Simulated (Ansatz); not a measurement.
An Ansatz (an electronic-structure program) input (PBEsol/PAW in Ansatz, no spin-orbit coupling, earlier PAW set):

Ansatz 0.2 input:
```yaml
crystal:
  lattice:
    - [-1.7450269453, 1.7450269453, 1.7450269453]
    - [1.7450269453, -1.7450269453, 1.7450269453]
    - [1.7450269453, 1.7450269453, -1.7450269453]
  atoms:
    - { symbol: Hf, position: [0, 0, 0] }
basis: { ecutwfc: 420, ecutrho_ratio: 4, xc_grid: 2, fft_grid_basis: typed }
kpoints: { mp_grid: { grid: [19, 19, 19] } }
hamiltonian:
  xc: pbesol
  dispersion: none
  pseudopotentials: { azcp: { folder: ./paw }, kind: paw }
scf: { occupations: { method: fermi_dirac, width: 0.05 }, convergence: { dr2_threshold: 0.0000000001 } }
output: { forces: true, stress: true }
checkpoint: { write: state.ck, write_every: 1000 }
```

Question: Which symmetry and how many k-points will the program report, and about how many plane waves at Γ?

Answer: Space group Im-3m (ITA 229) with 48 operations, k-points 220 of 6859, and 429 plane waves at Γ.

Whether these cells are dynamically stable was not tested. The final runs are not spin-polarised. The cell was made from Ta by this change: Ta → Hf; the result is a model cell. This is not the structure that Hf has at room temperature and ambient pressure.
